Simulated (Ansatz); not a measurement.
Base system: InPd in the CsCl type structure (space group Pm-3m, No. 221; a = 3.248 Å; relaxed with 0.1 eV smearing). Axes: x, y, z lie along the cube axes.

Computed with DFT with PBEsol, PAW potentials and a 420 eV plane-wave cutoff in Ansatz (a quantum-chemistry and plane-wave program), no spin-orbit coupling.

It is then changed as follows: every lattice vector is stretched by 2.50 %; the atoms relax in the strained cell.

**Question.** Predict the stress tensor and what it implies for the stiffness.

**Answer.** Stress of the strained cell less that of the base (GPa, compression positive):
```
   -8.1     0.0     0.0
    0.0    -8.1     0.0
    0.0     0.0    -8.1
```

Then B = −ΔP/(ΔV/V₀) with ΔV/V₀ = 0.0769 gives secant stiffness values (nonlinear terms included at this strain): B ≈ 105 GPa.

As a check, the harmonic strain energy −½ V₀ Δσ:ε is 33 meV/atom; the computed energy rise is 36 meV/atom.

Stability against distortions was not tested. The final runs are not spin-polarised.
